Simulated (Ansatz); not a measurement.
## A computed series for Ru: response to strain

The reference is Ru in the hcp (Mg type) structure (space group P6_3/mmc, No. 194; a = 2.691 Å, c = 4.249 Å; relaxed with 0.1 eV smearing). Axes: x lies along a and z along c of the hexagonal cell.

Strains are applied to the cell and any free atomic positions relax.

Level of theory: PBEsol (Ansatz, a first-principles code), without spin-orbit coupling.

Notes on the quantities. energy relative to the base: free energy F; pressure: mean of the normal stresses, compression positive.

| change | energy relative to the base | volume per atom | pressure |
|---|---|---|---|
| base | 0 meV/atom | 13.33 Å³ | 0.0 GPa |
| tensor shear ε_xz = +0.57 % | +1.1 meV/atom | 13.33 Å³ | 0.0 GPa |
| tensor shear ε_xz = +2.00 % | +14 meV/atom | 13.32 Å³ | 0.5 GPa |
| tensor shear ε_xz = +1.43 % | +7.0 meV/atom | 13.32 Å³ | 0.3 GPa |
| tensor shear ε_xz = +1.71 % | +9.9 meV/atom | 13.32 Å³ | 0.4 GPa |
| tensor shear ε_xz = +1.14 % | +4.4 meV/atom | 13.33 Å³ | 0.2 GPa |
| tensor shear ε_xz = +0.29 % | +0.3 meV/atom | 13.33 Å³ | 0.0 GPa |
| tensor shear ε_xz = +0.86 % | ? | 13.33 Å³ | 0.1 GPa |

**Question.** Complete the table.

**Answer.** 
- tensor shear ε_xz = +0.86 %, energy relative to the base: +2.5 meV/atom

Stability against distortions was not tested. All final runs are without spin polarisation.
